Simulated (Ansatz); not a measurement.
**Point defect Cd on the Ga site (Cd_Ga) in metastable zinc-blende GaN**

These are PBE, PAW (plane waves to 420 eV; Ansatz, a quantum-chemistry and plane-wave program) values and carry that method's errors. The supercell holds 64 host sites (2×2×2 repeats of the unit cell), with a 2×2×2 shifted k-point sampling for the final energies. Site at the start: the Ga site. Charged cells carry a point-charge image correction with potential alignment at far atoms. Dielectric constants: PBE linear response of the host. Host gap at this level: 1.54 eV. These values are not converged in cell size to better than tenths of an eV. The semilocal functional narrows the gap, so deep levels can fall outside it. Spin–orbit coupling is left out. Each state is the lowest found from its start.

```tsv
charge	moment (μB)	largest move off a lattice site (Å)	image correction with alignment (eV)
+1*	not spin-polarised	0.21	–
0†	1.0	0.21	0.00
−1	not spin-polarised	0.22	-0.01
```

* At this level the carrier isn't localised at the defect: at charge +1 holes occupy the valence band. Such a state is shallow or no state of the defect, and this cell gives it no level.

† Not settled in this cell, so no level is given: charge 0: a level filled in part, carriers not clearly localised.
